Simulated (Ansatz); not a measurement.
ZnO (model structure, started from the BN type, Pm-3n, No. 223, 12 atoms in the cell) was calculated with PBEsol (Ansatz, a quantum-chemistry and plane-wave program, PAW).

Run with plane-wave cutoff 520 eV, 6×6×6 k mesh, Fermi–Dirac smearing 0.01 eV, scalar-relativistic PAW data made under PBE.

Cell (relaxed with PBEsol):

```cif
data_O6Zn6
_chemical_formula_sum 'Zn6 O6'
_space_group_name_H-M_alt 'P 1'
_space_group_IT_number 1
_cell_length_a 5.57711
_cell_length_b 5.57711
_cell_length_c 5.57711
_cell_angle_alpha 90.000
_cell_angle_beta 90.000
_cell_angle_gamma 90.000
loop_
_space_group_symop_operation_xyz
  'x, y, z'
loop_
_atom_site_label
_atom_site_type_symbol
_atom_site_fract_x
_atom_site_fract_y
_atom_site_fract_z
_atom_site_occupancy
Zn1 Zn 0.25000 0.00000 0.50000 1
Zn2 Zn 0.50000 0.25000 0.00000 1
Zn3 Zn 0.50000 0.75000 0.00000 1
Zn4 Zn 0.75000 0.00000 0.50000 1
Zn5 Zn 0.00000 0.50000 0.75000 1
Zn6 Zn 0.00000 0.50000 0.25000 1
O1 O 0.25000 0.50000 0.00000 1
O2 O 0.00000 0.25000 0.50000 1
O3 O 0.00000 0.75000 0.50000 1
O4 O 0.75000 0.50000 0.00000 1
O5 O 0.50000 0.00000 0.75000 1
O6 O 0.50000 0.00000 0.25000 1
```

Question: What does this level give for the band gap?

Answer: 
band gap: 1.02 eV (direct)

Note: the relaxation could raise the start's symmetry but not lower it, so the cell can be a saddle point.

Computed values are for the static lattice.

Cost on a shared machine: very roughly 30 core-seconds.

A model structure was made by putting elements into a prototype or built by hand; it is no filed structure, need not be a known phase, and can be a saddle point held by its symmetry.
